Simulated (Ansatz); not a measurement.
SnPbO3: uniaxial strain ε_xx = +1.73 %

Consider SnPbO3 in the cubic perovskite structure (space group Pm-3m, No. 221; a = 4.072 Å; a cell from a computed database, its experimental status unchecked). Axes: x, y, z lie along the cube axes.

Now apply this change: uniaxial strain ε_xx = +1.73 %, all other strain components held at zero; the atoms relax in the strained cell.

All numbers come from PBEsol (Ansatz, a program for electronic structure, PAW, scalar-relativistic without spin-orbit coupling). k-mesh 8×8×8 (Γ-centred); smearing 0.05 eV (Fermi–Dirac).

The volume per atom increases by 0.23 Å³ to 13.74 Å³ and the space group changes from Pm-3m (No. 221) to P4/mmm (No. 123). The energy goes up by 3.5 meV/atom and the pressure (mean of the normal stresses, compression positive) shrinks by 2.62 GPa (-0.01 GPa → -2.63 GPa). The band gap decreases by 0.234 eV (1.41 eV → 1.17 eV) and the gap character comes out as indirect, M → Γ. The smallest direct gap decreases by 0.26 eV, from 2.51 eV to 2.25 eV and the electron mass becomes 0.23 mₑ (at Γ) (base: 0.24 mₑ (at Γ)). The valley order (the lowest conduction-band minima on the path, energy above the VBM, named in the base's zone) becomes Γ 1.17 eV; X along [001] 2.61 eV (base: Γ 1.41 eV; X along ⟨100⟩ 2.72 eV) and the stress (xx, yy, zz, yz, xz, xy; compression positive) amounts to (-4.65, -1.61, -1.61, 0.00, 0.00, 0.00) GPa.

Final structure:

```
SnPbO3
1.0
    4.14285     0.00000     0.00000
    0.00000     4.07240     0.00000
    0.00000     0.00000     4.07240
Sn Pb O
1 1 3
Cartesian
  2.07143   2.03620   2.03620
  0.00000   0.00000   0.00000
  2.07143   2.03620   0.00000
  0.00000   2.03620   2.03620
  2.07143   0.00000   2.03620
```

With Pb present, leaving out spin-orbit coupling can change the band edges. Masses are band curvatures over ±0.01 Å⁻¹ around the edge. Stability against distortions was not tested. Many cubic perovskites are stable only at high temperature; tilts and polar distortions were not tested. Labels are those of the standard path for the cell's own space group.
